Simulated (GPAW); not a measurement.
# A self-consistent single point of CaF (P6_3mc, 4 atoms in the cell) with GPAW

Level of theory: PBEsol, GPAW PAW datasets PBEsol (made by gpaw-setup) (plane waves; GPAW).

This input was run:

```python
from ase import Atoms
from ase.units import GPa
from gpaw import GPAW

atoms = Atoms(['Ca', 'Ca', 'F', 'F'],
              cell=[[3.953220, 0.000000, 0.000000],
                    [-1.976610, 3.423589, 0.000000],
                    [0.000000, 0.000000, 6.436370]],
              scaled_positions=[[0.333333, 0.666667, 0.999880],
                                [0.666667, 0.333333, 0.499880],
                                [0.333333, 0.666667, 0.375120],
                                [0.666667, 0.333333, 0.875120]],
              pbc=True)

calc = GPAW(mode={'name': 'pw', 'ecut': 950},
            xc='PBEsol',
            kpts=(13, 13, 7),
            occupations={'name': 'methfessel-paxton', 'width': 0.136, 'order': 0},
            nbands=-8,
            symmetry={'symmorphic': False, 'tolerance': 0.0005},
            maxiter=100)

atoms.calc = calc

energy = atoms.get_potential_energy()
print('Energy (eV):', round(energy, 6))
forces = atoms.get_forces()
print('Forces (eV/Ang):')
print(forces.round(5))
stress = atoms.get_stress()
print('Stress (GPa, Voigt):', (stress / GPa).round(4))
```

Output, abridged:

```
Input parameters:
  kpts: [13 13  7]
  maxiter: 100
  mode: {ecut: 950,
         name: pw}
  nbands: -8
  occupations: {name: methfessel-paxton,
                order: 0,
                width: 0.136}
  symmetry: {symmorphic: False,
             tolerance: 0.0005}
  xc: PBEsol

species:
  Ca:
    name: Calcium
    Z: 20.0
    valence: 10
    core: 10
    charge: 0.0
    file: Ca.PBEsol.gz

    # Using partial waves for Ca as LCAO basis

  F:
    name: Fluorine
    Z: 9.0
    valence: 7
    core: 2
    charge: 0.0
    file: F.PBEsol.gz

    # Using partial waves for F as LCAO basis

Reference energy: -42387.131448  # eV

Spin-paired calculation

Convergence criteria:
 Maximum [total energy] change in last 3 cyles: 0.0005 eV / valence electron
 Maximum integral of absolute [dens]ity change: 0.0001 electrons / valence electron
 Maximum integral of absolute [eigenst]ate change: 4e-08 eV^2 / valence electron
 Maximum number of scf [iter]ations: 100

Symmetries present (total): 12
Symmetries with fractional translations: 6
1183 k-points: 13 x 13 x 7 Monkhorst-Pack grid
84 k-points in the irreducible part of the Brillouin zone
       k-points in crystal coordinates                weights
   0:     0.00000000    0.00000000    0.00000000          1/1183
   1:     0.00000000    0.00000000    0.14285714          2/1183
   2:     0.00000000    0.00000000    0.28571429          2/1183
   [... 7 lines left out ...]
          ...
  83:     0.46153846    0.46153846    0.42857143         12/1183

Wave functions: Plane wave expansion
  Cutoff energy: 950.000 eV
  Number of coefficients (min, max): 5721, 5822
  Pulay-stress correction: 0.000000 eV/Ang^3 (de/decut=0.000000)

Occupation numbers: Methfessel-Paxton:
  width: 0.1360  # eV
  order: 0

Eigensolver

Densities:
  Coarse grid: 30*30*48 grid
  Fine grid: 60*60*96 grid
  Total Charge: 0.000000

Density mixing:
  Method: separate
  Backend: pulay
  Linear mixing parameter: 0.05
  old densities: 5
  Damping of long wavelength oscillations: 50

Hamiltonian:
  XC and Coulomb potentials evaluated on a 60*60*96 grid
  External potential:
    NoExternalPotential

XC parameters: PBEsol with 2 nearest neighbor stencil

Number of atoms: 4
Number of atomic orbitals: 18
Number of bands in calculation: 25
Number of valence electrons: 34
Bands to converge: occupied

Density initialized from atomic densities
  18 bands from LCAO basis set
  7 bands from random numbers

Atomic positions and initial magnetic moments

Positions:
   0 Ca    -0.000002    2.282394    6.435598    ( 0.0000,  0.0000,  0.0000)
   1 Ca     1.976612    1.141195    3.217413    ( 0.0000,  0.0000,  0.0000)
   2 F     -0.000002    2.282394    2.414411    ( 0.0000,  0.0000,  0.0000)
   3 F      1.976612    1.141195    5.632596    ( 0.0000,  0.0000,  0.0000)

Unit cell:
           periodic     x           y           z      points  spacing
  1. axis:    yes    3.953220    0.000000    0.000000    30     0.1141
  2. axis:    yes   -1.976610    3.423589    0.000000    30     0.1141
  3. axis:    yes    0.000000    0.000000    6.436370    48     0.1341

  Lengths:   3.953220   3.953220   6.436370
  Angles:   90.000000  90.000000 120.000000

Effective grid spacing dv^(1/3) = 0.1263

     iter     time        total  log10-change:
                         energy   eigst   dens
iter:   1 --:--:--   -19.267945
iter:   2 --:--:--   -19.239492   -0.79  -1.35
iter:   3 --:--:--   -18.753750   -1.13  -1.39
iter:   4 --:--:--   -18.738440   -1.73  -1.57
iter:   5 --:--:--   -18.940861   -1.18  -1.60
iter:   6 --:--:--   -18.726960   -1.19  -1.82
iter:   7 --:--:--   -18.730761   -2.61  -2.64
iter:   8 --:--:--   -18.771945   -1.66  -2.62
iter:   9 --:--:--   -18.730922   -2.00  -2.15
iter:  10 --:--:--   -18.732326   -3.97  -2.96
iter:  11 --:--:--   -18.731818c  -4.08  -2.84
iter:  12 --:--:--   -18.730968c  -3.41  -2.95
iter:  13 --:--:--   -18.730989c  -3.86  -3.57
iter:  14 --:--:--   -18.730979c  -5.38  -3.82
iter:  15 --:--:--   -18.730974c  -5.87  -3.92
iter:  16 --:--:--   -18.730971c  -6.05  -4.04c
iter:  17 --:--:--   -18.730972c  -5.42  -4.20c
iter:  18 --:--:--   -18.730992c  -4.92  -4.14c
iter:  19 --:--:--   -18.730976c  -5.55  -3.98
iter:  20 --:--:--   -18.730975c  -5.60  -4.69c
iter:  21 --:--:--   -18.730981c  -5.61  -4.27c
iter:  22 --:--:--   -18.730979c  -7.18  -4.63c
iter:  23 --:--:--   -18.730979c  -8.19c -5.24c

Converged after 23 iterations.

Dipole moment: (0.000000, -0.000000, 0.454046) |e|*Ang

Energy contributions relative to reference atoms: (reference = -42387.131448)

Kinetic:        +15.053197
Potential:      -11.760160
External:        +0.000000
XC:             -20.929307
Entropy (-ST):   -0.033487
Local:           -1.077966
SIC:             +0.000000
--------------------------
Free energy:    -18.747722
Extrapolated:   -18.730979

Showing only first 2 kpts
 Kpt  Band  Eigenvalues  Occupancy
  0    15     -2.19540    2.00000
  0    16      2.52263    2.00000
  0    17      5.41149    0.00355
  0    18      6.99715    0.00000

  1    15     -2.20010    2.00000
  1    16      2.64306    2.00000
  1    17      5.18830    0.55191
  1    18      7.11560    0.00000

Fermi level: 5.13109

No gap
No difference between direct/indirect transitions
Energy (eV): -18.730979

Forces in eV/Ang:
  0 Ca    0.00000   -0.00000   -0.00487
  1 Ca    0.00000    0.00000   -0.00487
  2 F     0.00000   -0.00000    0.00471
  3 F     0.00000    0.00000    0.00471

Stress tensor:
     0.010850    -0.000000    -0.000000
    -0.000000     0.010850     0.000000
    -0.000000     0.000000     0.013595
Stress (GPa, Voigt): [ 1.7383  1.7383  2.1781  0.     -0.     -0.    ]
```

The run converged in 23 iterations. GPAW prints stress with tension positive.

At such cutoffs GPAW's stress carries a finite-basis (Pulay) error, which enters relaxed cells too; its log prints stress with tension positive.

The starting cell comes from a database of computed structures (which also holds hypothetical and non-ambient phases and stackings), without a prior relaxation at this level. The run gives no clean gap (levels at the Fermi energy touch, overlap or are partly filled at this smearing), which alone does not show that the compound is a metal.

Cost on one core of a shared machine: roughly 3 min.
